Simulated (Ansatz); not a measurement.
Base system: MgZn₂ (space group P6_3/mmc, No. 194; a = 5.135 Å, c = 8.338 Å). Axes: x lies along a and z along c of the hexagonal cell.

Calculations: PBEsol (Ansatz, a program for electronic structure; PAW; 420 eV plane waves; scalar-relativistic without spin-orbit coupling).

Before the change:

The shortest interatomic distance is 2.522 Å.

Modification: uniaxial stress, 3 GPa tension along z, with the cell and atoms free to relax against it.

Q: How does this affect the energy relative to the base?

A: The energy rises by 3.5 meV/atom.

Q: What does the calculation give for the shortest interatomic distance after the change?

A: The shortest interatomic distance decreases by 0.003 Å to 2.519 Å.

Without a gap, meshes like the base's 9×9×5 leave anisotropic stresses uncertain by several tenths of a GPa, and small strain energies with them. Load acts through the strain it causes; cell and atoms are relaxed under it. Stability under load was not tested beyond the relaxation.
